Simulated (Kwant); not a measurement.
# Ge/Si0.2Ge0.8 stack with 2 barriers

Model system: Ge/Si0.2Ge0.8 stack with 2 barriers. One parabolic valley. Leads of mass 0.12 mₑ with the band edge at 0; grid 0.1 nm; bias swept from 0.0048 to 0.18 V, dropping linearly over the stack. Emitter Fermi level 0.016 eV, 300 K, equal in the collector.

| layer | thickness (nm) | band offset (eV) | mass (mₑ) |
|---|---|---|---|
| 1 | 2.3 | 0.12 | 0.14 |
| 2 | 9.6 | 0 | 0.12 |
| 3 | 2.3 | 0.12 | 0.14 |

Constants are typed, rounded textbook-type inputs, not results; the design itself was drawn at random and stands for no fabricated device.

Kwant, one-band effective-mass tight-binding model in one dimension, coherent, no space charge, current by the Tsu-Esaki formula.

```tsv
bias (V)	J (A/cm²)
0.004800	31800
0.01084	70400
0.01688	106000
0.02292	136000
0.02897	157000
0.03501	162000
0.04105	183000
0.04709	206000
0.05313	230000
0.05917	253000
0.06521	276000
0.07125	297000
0.07730	318000
0.08334	337000
0.08938	354000
0.09542	369000
0.1015	382000
0.1075	391000
0.1135	396000
0.1196	395000
0.1256	389000
0.1317	375000
0.1377	354000
0.1437	327000
0.1498	303000
0.1558	289000
0.1619	284000
0.1679	285000
0.1740	290000
0.1800	299000
```
